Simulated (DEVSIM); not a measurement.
System: abrupt Si n-p junction, at 400 K.

Layer 1 from the left is Si, thickness (μm) 0.370, Nd (cm⁻³) 1.2e16, τn (s) 0.00061, τp (s) 0.00018. Layer 2 from the left is Si, thickness (μm) 66.0, Na (cm⁻³) 1.2e15, τn (s) 0.00061, τp (s) 0.00061.

Left contact: ohmic. Right contact: ohmic. Voltage is applied to the left contact. Recombination: SRH at mid-gap. Mobility is μmin + (μ − μmin)/(1 + (N/Nref)^α).

The device is made up for the run: typed textbook-type constants, with dimensions and the other settings drawn at random. Values at 300 K; Nc and Nv go as T^1.5, mobilities as T to minus their exponent, the gap by Varshni's rule with the affinity fixed.

Si: gap (eV) 1.124, affinity (eV) 4.05, permittivity 11.7, Nc (cm⁻³) 2.86e19, Nv (cm⁻³) 3.1e19, μn (cm²/Vs) 1417, μp (cm²/Vs) 470, μn,min 52, μp,min 45, Nref,n 9.7e16, Nref,p 2.2e17, αn 0.68, αp 0.72, T exponent of μn 2.3, T exponent of μp 2.2, Varshni α (eV/K) 0.000473, Varshni β (K) 636.

Task: Estimate by hand the built-in potential, the peak field at zero bias, the capacitance at 1.5 V, and compare with a numerical solution.

Result: 
- Built-in potential: ni = √(Nc Nv) exp(−Eg/2kT) = 5.68e12 cm⁻³ with Eg = 1.096 eV; Vbi = kT/q ln(Na Nd/ni²) = 0.448 V; numerical 0.448 V.
- Peak field at zero bias: depletion approximation: W = √(2εVbi/(qN)) = 0.729 μm with N = 1.09e15 cm⁻³; field = 2Vbi/W = 12300 V/cm; numerical 12100 V/cm (estimate above by 2.0 %).
- Capacitance at 1.5 V: C = √(qεN / 2(Vbi + |V|)) = 6.82 nF/cm²; numerical 6.90 nF/cm² (estimate below by 1.2 %).

DEVSIM, 1D drift-diffusion, Boltzmann statistics, complete ionisation; no tunnelling, impact ionisation, image-force lowering or self-heating.
